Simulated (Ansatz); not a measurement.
Several settings converged on Au (Fm-3m, 1 atom in the cell)

```xyz
1
Lattice="0.0000 2.0339 2.0339 2.0339 0.0000 2.0339 2.0339 2.0339 0.0000" Properties=species:S:1:pos:R:3 pbc="T T T"
Au     0.0000     0.0000     0.0000
```

Base method: PBEsol, default PAW files made with PBE (plane waves; Ansatz, a program for electronic structure).

Base settings: basis.ecutwfc = 420 eV; kpoints.mp_grid.grid = 14 14 14; hamiltonian.xc = pbesol; hamiltonian.pseudopotentials = {kind: paw} (the program's default PAW files); scf.occupations.method = fermi_dirac; scf.occupations.width = 0.1 eV.

The count of work is k-points × plane waves × bands × iterations; it is no time. 

**The cutoff for other potential files**

Level: DFT, PBEsol, plane waves, harder PAW files (source: ansatz) made with PBE.

In this ladder: hamiltonian.pseudopotentials = {kind: paw, source: ansatz}.

The second cell is the first with its lattice scaled by 0.98.

The mesh stays at the base's, so the ladder's end is converged at best in this setting alone.

The first pressure column holds Ansatz's estimate of the finite-basis (Pulay) stress, which hides part of the cutoff error; the other is without it.

Only quantities that move along the ladder and can be compared are tabulated.

```csv
basis.ecutwfc,free energy less the last step's (meV/atom),energy of the compressed cell less the first (meV/atom),pressure (GPa),pressure without the Pulay estimate (GPa),count of work / last
280 eV,10400.10,26.19,-4.52,-441.76,0.10
340 eV,2506.14,16.75,-1.51,-135.96,0.16
430 eV,213.85,49.20,1.99,-15.18,0.20
525 eV,9.38,51.83,2.08,0.91,0.28
615 eV,0.35,51.99,2.10,2.08,0.34
740 eV,0.22,51.98,2.10,2.09,0.46
925 eV,0.14,51.97,2.10,2.09,0.65
1235 eV,0.00,51.97,2.10,2.09,1.0
```

Coarsest basis.ecutwfc that holds the energy of the compressed cell less the first within 0.2 meV/atom of the last step, with all finer ones: 525 eV, at 0.28 of the last step's count of work; the step before is off by 2.8 meV/atom.

Coarsest basis.ecutwfc that holds the free energy within 1 meV/atom of the last step, with all finer ones: 615 eV, at 0.34 of the last step's count of work; the step before is off by 9.4 meV/atom.

Coarsest basis.ecutwfc that holds the pressure within 0.2 GPa of the last step, with all finer ones: 430 eV, at 0.20 of the last step's count of work; the step before is off by 3.6 GPa.

The energy difference between the two cells stays within 1 meV/atom of the last step's from 525 eV on, the total only from 615 eV on: much of the error is common to both cells and cancels.

At the lowest cutoff the pressure without the Pulay estimate lies 444 GPa under the last step's, the usual sign of Pulay stress in an incomplete plane-wave basis.

**The density cutoff**

The mesh stays at the base's, so the ladder's end is converged at best in this setting alone.

Only quantities that move along the ladder and can be compared are tabulated.

| basis.ecutrho_ratio | free energy less the last step's (meV/atom) |
|---|---|
| 2 | -1.34 |
| 3 | -0.35 |
| 4 | -0.11 |
| 5 | -0.04 |
| 6 | -0.02 |
| 8 | -0.01 |
| 10 | 0.00 |
| 12 | 0.00 |
| 16 | 0.00 |

Coarsest basis.ecutrho_ratio that holds the free energy within 1 meV/atom of the last step, with all finer ones: 3; the step before is off by 1.3 meV/atom.

**The relaxed cell against the cutoff**

In this ladder: relax = cell and atoms.

The mesh stays at the base's, so the ladder's end is converged at best in this setting alone.

Only quantities that move along the ladder and can be compared are tabulated.

| basis.ecutwfc | relaxed volume (Å³/atom) | relaxation steps |
|---|---|---|
| 210 eV | 19.501 | 34 |
| 295 eV | 16.979 | 9 |
| 355 eV | 17.016 | 7 |
| 420 eV | 17.018 | 5 |
| 505 eV | 17.016 | 5 |
| 630 eV | 17.016 | 5 |
| 840 eV | 17.016 | 5 |

Coarsest basis.ecutwfc that holds the relaxed volume within 0.017 Å³/atom of the last step, with all finer ones: 355 eV; the step before is off by 0.037 Å³/atom.

At the lowest cutoff the cell relaxes to a volume 15 % larger than at the highest. Ansatz relaxes on a stress corrected for the finite basis.

On the base run: the starting cell has typed, rounded lattice constants, without a prior relaxation at this level. Its lattice was rescaled by up to half a per cent.

Left out of this page: 1 run of the series failed or unconverged.

Keys are those of Ansatz 0.2.
